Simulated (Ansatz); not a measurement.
Mo on the Si site (Mo_Si) in alpha quartz (start: the Si site; 72-site cell, 2×2×2 Γ-centred sampling). Method: PBE, PAW (plane waves to 420 eV; Ansatz, a first-principles code). Total energies of the localised charge states, counted from that of charge +2, and their image corrections (point charge with alignment); the host's valence-band maximum lies at 1.990 eV on the cells' energy zero and its gap is 5.68 eV.

| charge | moment (μB) | E − E(first) (eV) | correction (eV) |
|---|---|---|---|
| +2 | not spin-polarised | 0.000 | 2.005 |
| +1 | 1.0 | 4.552 | 0.619 |
| 0 | 2.0 | 9.862 | 0.000 |
| −1 | 1.0 | 16.826 | 0.183 |

Q: Derive the transition levels above the valence-band maximum and say which of them are thermodynamic.

A: A level is the Fermi energy at which two charges have equal formation energy: ε(q/q′) = [E(q′) + corr(q′) − E(q) − corr(q)] / (q − q′) − E_VBM.
ε(+2/+1) = [(4.552 + 0.619) − (0.000 + 2.005)] / 1 − 1.990 = 1.18 eV
ε(+1/0) = [(9.862 + 0.000) − (4.552 + 0.619)] / 1 − 1.990 = 2.70 eV
ε(0/−1) = [(16.826 + 0.183) − (9.862 + 0.000)] / 1 − 1.990 = 5.16 eV
Thermodynamic levels at least 0.1 eV inside the gap: (+2/+1) at 1.18 eV; (+1/0) at 2.70 eV; (0/−1) at 5.16 eV. Corrections reach 2.01 eV, so the outer levels may be off by several tenths of an eV. Charges with a result: +2, +1, 0, −1. Others weren't obtained, and one of them could lie lower, also by skipping a charge. Flagged in the runs: a doubtful potential alignment, a host whose relaxation on this sampling wasn't shown to rest, a strain field that reaches the edge of the cell.
